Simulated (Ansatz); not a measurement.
# Effect of isotropic strain +1.50 % on C

Take C in the diamond structure (space group Fd-3m, No. 227; a = 3.5716 Å) as the base.

The change: an isotropic linear strain of +1.50 %; the atoms relax in the strained cell.

The values are results of PBE, PAW, 420 eV (Ansatz, a first-principles code; no spin-orbit coupling), not measurements. k-mesh 16×16×16 (Γ-centred); smearing 0.05 eV (Fermi–Dirac).

The volume per atom grows by 0.260 Å³ (5.69 Å³ → 5.96 Å³) and the space group remains Fd-3m (No. 227). The shortest interatomic distance rises by 0.023 Å, from 1.547 Å to 1.570 Å and the energy goes up by 15 meV/atom. The pressure goes from zero to -177.9 kbar and the band gap drops by 0.09 eV, from 4.13 eV to 4.04 eV. The smallest direct gap drops by 0.12 eV, from 5.58 eV to 5.46 eV and the width of the top valence band falls by 0.38 eV, from 8.29 eV to 7.91 eV. The electron mass becomes 1.6 mₑ along k, 0.29 mₑ across (off the special points) (base: 1.7 mₑ along k, 0.29 mₑ across (off the special points)) and the hole mass (degenerate bands, along [100]) changes from 0.30, 0.30, 0.51 mₑ (at Γ) to 0.30, 0.30, 0.49 mₑ (at Γ).

Final structure:

```yaml
crystal:
  lattice:
    - [0.00000, 1.81258, 1.81258]
    - [1.81258, 0.00000, 1.81258]
    - [1.81258, 1.81258, 0.00000]
  atoms:
    - { symbol: C, position: [0.00000, 0.00000, 0.00000] }
    - { symbol: C, position: [0.25000, 0.25000, 0.25000] }
```

Effective masses come from finite differences of ±0.01 Å⁻¹. Along k means along the line from Γ to the band edge. Stability against distortions was not tested.
